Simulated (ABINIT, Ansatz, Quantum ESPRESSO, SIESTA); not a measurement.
Code comparison for LaS (Fm-3m, 2 atoms in the cell)

Self-consistent single point.

```xyz
2
Lattice="0.0000 2.9416 2.9416 2.9416 0.0000 2.9416 2.9416 2.9416 0.0000" Properties=species:S:1:pos:R:3 pbc="T T T"
La     0.0000     0.0000     0.0000
S      2.9416     2.9416     2.9416
```

Shared settings, as Ansatz (a program for electronic structure) writes them: kpoints.mp_grid.grid = 8 8 8; scf.occupations.method = fermi_dirac; scf.occupations.width = 0.0073 Ry. Potentials and cutoffs stand in the table.

```csv
code,model,pressure (GPa),cutoff
SIESTA,"GGA PBEsol, numerical atomic orbitals DZP, PseudoDojo PBEsol standard norm-conserving potentials (rewritten from UPF to PSML)",-0.34,grid 400 Ry
Quantum ESPRESSO,"PBEsol, GBRV 1.5 ultrasoft (PBESOL) pseudopotentials",-3.17,40 Ry
ABINIT,"PBEsol, norm-conserving pseudopotentials (PseudoDojo nc-sr-04 PBEsol standard)",-3.28,1497 eV
Ansatz,"PBEsol, default PAW files made with PBE",-3.18,default
```

The spread over the programs that give each value: pressure within 2.94 GPa.

SIESTA uses small atom-centred bases, whose incompleteness enters pressures, forces and empty levels differently from a plane-wave cutoff. Ansatz's pressure is given at a fixed set of plane waves, as the other plane-wave codes print theirs. In the pressure, SIESTA (by 2.83) lies more than 1 GPa from the median of the plane-wave programs.

On the base mesh (7 7 7) the same programs gave: Ansatz pressure -3.13 GPa; Quantum ESPRESSO pressure -3.14 GPa; ABINIT pressure -3.23 GPa; SIESTA pressure -0.34 GPa.

The starting cell comes from a database of computed structures (which also holds hypothetical and non-ambient phases and stackings), without a prior relaxation at this level.

Left out of this page: CP2K (on another mesh); Elk and FLEUR (not drawn, or without a comparable value).

Keys are those of Ansatz 0.2.
